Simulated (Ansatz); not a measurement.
# LaNbN3 (model structure, Pm-3m, No. 221, 5 atoms in the cell): properties by level of theory

```
level (code)     equilibrium lattice constant a (Å)  bulk modulus (GPa)
---------------  ----------------------------------  ------------------
LDA (Ansatz)                                  4.037                 221
PBEsol (Ansatz)                               4.063                 210
r²SCAN (Ansatz)                               4.090                 209
```

Caveats: the bulk modulus is −V dP/dV from two relaxed cells at ±2 % in volume (LDA, PBEsol, r²SCAN). Ansatz's density-functional and Hartree–Fock values are scalar-relativistic unless marked +SOC, with PAW data made under PBE.

Static lattice: no zero-point or thermal effects.

A model structure was made by putting elements into a prototype or built by hand; it is no filed structure, need not be a known phase, and can be a saddle point held by its symmetry.

Ansatz is a program for electronic structure.
